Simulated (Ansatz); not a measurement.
Input and output of a self-consistent single point for LaTl₃ (P4mm, 4 atoms in the cell) (Ansatz, a quantum-chemistry and plane-wave program)

Method of the run: PBEsol, default PAW files made with PBE (plane waves; Ansatz).

Input as run:

Ansatz 0.2 input:
```yaml
# LaTl3
crystal:
  lattice:
    - [4.837630, 0.000000, 0.000000]
    - [0.000000, 4.837630, 0.000000]
    - [0.000000, 0.000000, 4.837630]
  atoms:
    - { symbol: La, position: [0.000000, 0.000000, 0.010336] }
    - { symbol: Tl, position: [0.000000, 0.500000, 0.500000] }
    - { symbol: Tl, position: [0.500000, 0.000000, 0.500000] }
    - { symbol: Tl, position: [0.500000, 0.500000, 0.000000] }
basis:
  ecutwfc: 30.9 Ry
kpoints:
  mp_grid:
    grid: [7, 7, 7]
hamiltonian:
  xc: pbesol
  pseudopotentials:
    kind: paw
scf:
  occupations:
    method: fermi_dirac
    width: 0.0073 Ry
output:
  forces: true
  eigenvalues: true
  stress: true
```

Log, with long lists cut:

```
WARN ansatz: RAYON_NUM_THREADS=1 ignored (pool sized by the plan → 1); use --threads N
Pseudopotentials: kind: paw
Pseudopotential: La, paw, valence charge 11
Pseudopotential: Tl, paw, valence charge 13
Crystal: 4 atoms, lattice volume = 113.213 Å³
Basis set: ecut = 420.4159175005146 eV, 2205 PW (Γ), exchange–correlation on 72×72×72 points (8 copies of the dense FFT grid, shifted against one another)
Bands: 30, of which v1, the nominal top of the filled ones, is band 25 counted from 1 (24 counted from 0)
Symmetry: 8 space group operations
Space group: P4mm (ITA 99), of the structure as read, at distance tolerance 4.8e-5 Å
k-points: 40 of 343 (time reversal used)
PAW frozen core: La, regenerated for the run's functional, and the local potential with it
PAW frozen core: Tl, regenerated for the run's functional, and the local potential with it
Initial density: superposition of atomic densities (neutral atoms: chi_scale 0, normalization atom), corrected by the library's trained network
Initial wavefunctions: pseudopotential atomic-orbital guess
Eigensolver: davidson
Functional: x = pbesol(κ = 0.804, μ = 0.12345679012345678), c = pbesol(β = 0.046)
SCF iter   1: F=—  HF=-40049.944974 eV  |F-HF|=—  |Δ(HF+E_count)|=         —  Δρ=2.75e-3  dr2=1.45e-2  ethr=1.77e-3  ⟨swp⟩=4.8  Hψ=4846  notcnv=0
all-band conjugate gradients solve this SCF's bands
preconditioner: auto → Kerker (q_TF=auto, 2.381 Å⁻¹)
SCF iter   2: F=—  HF=-40049.940835 eV  |F-HF|=—  |Δ(HF+E_count)|=   4.14e-3  Δρ=1.28e-3  dr2=3.85e-3  ethr=2.89e-5  ⟨swp⟩=2.2  Hψ=2711  notcnv=0
SCF iter   3: F=—  HF=-40049.939884 eV  |F-HF|=—  |Δ(HF+E_count)|=   9.52e-4  Δρ=3.73e-4  dr2=3.87e-4  ethr=7.70e-6  ⟨swp⟩=2.6  Hψ=2110  notcnv=0
SCF iter   4: F=—  HF=-40049.939777 eV  |F-HF|=—  |Δ(HF+E_count)|=   1.06e-4  Δρ=6.69e-5  dr2=6.10e-6  ethr=7.75e-7  ⟨swp⟩=2.0  Hψ=1493  notcnv=0
SCF iter   5: F=—  HF=-40049.939772 eV  |F-HF|=—  |Δ(HF+E_count)|=   5.10e-6  Δρ=1.88e-5  dr2=4.38e-7  ethr=1.22e-8  ⟨swp⟩=2.1  Hψ=2216  notcnv=0
SCF iter   6: F=-40049.939772 eV  HF=-40049.939772 eV  |F-HF|=2.18e-11  |Δ(HF+E_count)|=   1.29e-8  Δρ=3.63e-6  dr2=2.29e-8  ethr=2.00e-10  ⟨swp⟩=6.4  Hψ=5432  notcnv=0
SCF 1 converged in 6 iterations: F = -40049.939772 eV  dr2 = 2.29e-8
SCF converged after 6 iterations
Free energy (F): -40049.939772 eV
Harris-Foulkes:  -40049.939772 eV  (|F-HF|=2.18e-11)
Internal energy: -40049.861810 eV  (E = F + TS)
E sigma→0 (E₀):  -40049.900791 eV
Entropy (-TS):   -0.077962 eV (-19.491 meV/atom)
Fermi energy:    11.480492 eV
--- Per-component energies (eV) ---
  E_band       = 26.256110
  E_kinetic    = 1196.278740
  E_local      = -2874.210348  (includes V_loc(G=0)·N_el)
  E_nonlocal   = 1052.979461
  E_hartree    = 1058.401904
  E_xc         = -824.640021
  E_vxc        = -574.363685  (∫ρ·V_xc dr)
  E_paw        = -35384.405938  (= ΣΔE_a)
  E_vpaw       = -891.228510  (= ΣTr[D̂ρ^β])
  E_aug_tail   = 0.000102  (compensation charges beyond the density's cutoff)
  E_ewald      = -4274.550016
  E_core_change = 0.284305  (= ΣΔE_core)
  E_smearing   = -0.077962  (= −TS)
  E_closure    = 0.000000  (closes the sum)
  Σ components = -40049.939772   (vs F -40049.939772, Δ=0.00e0)
--- Forces (eV/Å), atoms counted from 1 ---
  atom   1  La    -0.00000000     0.00000000    -0.20395511
  atom   2  Tl     0.00000000     0.00000000     0.11059302
  atom   3  Tl     0.00000000     0.00000000     0.11059302
  atom   4  Tl     0.00000000     0.00000000    -0.01723293
  max |Σ_I F_I| component: 1.99e-6 eV/Å
--- Stress (GPa, compression-positive) ---
       -1.292056       0.000000      -0.000000
        0.000000      -1.292056       0.000000
       -0.000000       0.000000      -1.289216
  P = ⅓ Tr σ = -1.2911 GPa (-12.911 kbar)
  The stress holds the Pulay correction. Without it, at fixed plane waves, as pw.x and ABINIT print it: P = -1.3252 GPa
--- Band table (eV; the first three rows and the last of 40) ---
  k-point 0: bands = ["-21.3222", "-5.0300", "-5.0300", "-5.0299", "-0.2606", "-0.2601", "-0.2601", "-0.2561", "-0.0685", "-0.0682", "0.1747", "0.1747", "0.1755", "0.3635", "0.3640", "0.5413", "0.6104", "0.6107", "0.6107", "2.1563", "7.3668", [...]
  k-point 1: bands = ["-21.3215", "-5.0613", "-5.0341", "-5.0341", "-0.2505", "-0.2240", "-0.2212", "-0.2212", "-0.0510", "-0.0377", "0.1651", "0.1884", "0.1884", "0.3434", "0.3641", "0.5197", "0.5635", "0.5635", "0.6105", "2.3249", "6.8399", [...]
  k-point 2: bands = ["-21.3199", "-5.1299", "-5.0434", "-5.0434", "-0.2257", "-0.1392", "-0.1116", "-0.1116", "-0.0110", "0.0427", "0.1396", "0.2179", "0.2179", "0.2813", "0.3634", "0.4371", "0.4371", "0.4612", "0.6105", "2.8097", "5.7688", [...]
  k-point 39: bands = ["-21.3138", "-5.1103", "-5.1019", "-5.1016", "-0.1310", "-0.1035", "-0.1032", "-0.0939", "0.0091", "0.0094", "0.0349", "0.2237", "0.2427", "0.2432", "0.2534", "0.2546", "0.5215", "0.5216", "0.5520", "5.2958", "5.6841", [...]
```

The run converged in 6 iterations.

The starting cell comes from a database of computed structures (which also holds hypothetical and non-ambient phases and stackings), without a prior relaxation at this level. Its lattice was rescaled by up to half a per cent. One atom was moved a little off its site on purpose. Spin-orbit coupling is off. Ansatz's pressure includes its estimate of the finite-basis (Pulay) stress.
